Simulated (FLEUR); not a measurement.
Band structure of Al2Cu (I4/mmm, 3 atoms in the cell).

```yaml
crystal:
  lattice:
    - [-2.03034, 2.03034, 2.85109]
    - [2.03034, -2.03034, 2.85109]
    - [2.03034, 2.03034, -2.85109]
  atoms:
    - { symbol: Al, position: [0.75000, 0.25000, 0.50000] }
    - { symbol: Al, position: [0.25000, 0.75000, 0.50000] }
    - { symbol: Cu, position: [0.50000, 0.50000, 0.00000] }
```

Computed with FLEUR with PBEsol, all-electron FLAPW (FLEUR), scalar-relativistic valence.

Settings: Kmax = 4.6 1/bohr; GmaxXC = 16.1 1/bohr; xcFunctional = PBEs; jspins = 1; l_soc = F; mode = hist; fermiSmearingEnergy = 0.00183747 Htr; mesh (inpgen div1-3) = 9 9 9; inpgen gamma flag = false; Gmax = 16.1 1/bohr; numbands = 0; maxIterBroyd = 99; imix = Anderson; alpha = 0.05.

The starting cell comes from a database of computed structures (which also holds hypothetical and non-ambient phases and stackings), without a prior relaxation at this level. Spin polarisation is off. Values depend on the basis (sphere radii, cutoffs, local orbitals), which need not be converged.

Levels in eV from the Fermi level, bands 6 to 13:
```
point      6      7      8      9    10    11    12     13
-----  -----  -----  -----  -----  ----  ----  ----  -----
Γ      -3.98   2.90   2.90   2.95  2.96  3.04  3.04   4.39
X      -3.82  -3.73  -1.99  -1.94  0.48  1.55  9.09  10.64
Y      -3.78  -3.56  -3.56  -2.42  4.08  4.32  5.05   5.72
S      -3.96  -3.76  -3.14  -1.35  1.22  4.34  6.66   8.86
Z      -3.82  -3.71  -2.01  -2.01  0.40  1.51  9.10  10.72
S1     -3.96  -3.76  -3.14  -1.35  1.22  4.34  6.66   8.86
N      -3.92  -3.92   0.60   0.66  2.98  3.02  3.89   4.42
P      -3.80  -3.56  -3.56  -2.41  4.27  4.27  5.15   5.84
Y1     -3.78  -3.56  -3.56  -2.42  4.08  4.32  5.05   5.72
```
